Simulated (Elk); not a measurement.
Elk run on CdSe (F-43m, 2 atoms in the cell): self-consistent single point.

Level of theory: Elk with PBE, all-electron FP-LAPW, Elk's shipped species files, APW+lo basis with extra local orbitals.

```
CdSe
1.0
    0.00000     3.02500     3.02500
    3.02500     0.00000     3.02500
    3.02500     3.02500     0.00000
Cd Se
1 1
Direct
  0.00000   0.00000   0.00000
  0.25000   0.25000   0.25000
```

Reference input (self-consistent single point, DFT, PBE, all-electron FP-LAPW, Elk's shipped species files, APW+lo basis with extra local orbitals): xctype = 20; rgkmax = 8; swidth = 0.00183747 Ha; ngridk = 9 9 9; gmaxvr = 14 1/bohr; nxlo = 2; lorbcnd = true; rmtscf = 0.93; lmaxi = 2; maxscl = 100. This run's input differs from it in these lines:

```diff
@@ -51,3 +51,3 @@
 ngridk
-  9 9 9
+  4 4 4
```

Output (repeated stretches shortened):

```
│ Self-consistent loop started │
│ Loop number : 1 │
 total energy                :     -8031.92140068
│ Loop number : 2 │
 total energy                :     -8031.93444411
RMS change in Kohn-Sham potential (target) :   0.1545154361     (  0.1000000000E-05)
Absolute change in total energy (target)   :   0.1304342484E-01 (  0.1000000000E-03)
│ Loop number : 3 │
 total energy                :     -8031.76552905
RMS change in Kohn-Sham potential (target) :   0.1492690843     (  0.1000000000E-05)
Absolute change in total energy (target)   :   0.1656542018     (  0.1000000000E-03)
│ Loop number : 4 │
   [... lines left out ...]
Absolute change in total energy (target)   :   0.4488630811E-03 (  0.1000000000E-03)
│ Loop number : 14 │
 total energy                :     -8026.46935687
RMS change in Kohn-Sham potential (target) :   0.1966012931E-06 (  0.1000000000E-05)
Absolute change in total energy (target)   :   0.1127503556E-03 (  0.1000000000E-03)
│ Loop number : 15 │
 total energy                :     -8026.46935784
RMS change in Kohn-Sham potential (target) :   0.9755274890E-07 (  0.1000000000E-05)
Absolute change in total energy (target)   :   0.2722267527E-04 (  0.1000000000E-03)
Convergence targets achieved

│ Loop number : 16 │

Energies :
 Fermi                       :     0.135216268108
 total energy                :     -8026.46935562

Density of states at Fermi energy :   0.1451994325
 (states/Hartree/unit cell)

Estimated indirect band gap :   0.2205195098E-01
 from k-point      1 to k-point      1
Estimated direct band gap   :   0.2205195098E-01
 at k-point      1

Charges :
 core                        :    48.00000000
 valence                     :    34.00000000
 interstitial                :    3.692963778
 muffin-tins (core leakage)
  species :    1 (Cd)
   atom    1                 :    46.27319034     (  0.6543571389E-03)
  species :    2 (Se)
   atom    1                 :    32.03384588     (  0.1752286147E-03)
 total in muffin-tins        :    78.30703622
 total calculated charge     :    81.99076716
 total charge                :    82.00000000
 error                       :   0.9232837136E-02

│ Self-consistent loop stopped │
```

The run converged in 16 iterations. The count includes the last loop, which Elk runs after its targets are met. Against the reference run the free energy goes up by 24.5 meV/atom and the gap on the mesh goes from 0.615 to 0.600 eV.

The starting cell has typed, rounded lattice constants, without a prior relaxation at this level. Values depend on the basis (sphere radii, cutoffs, local orbitals), which need not be converged.
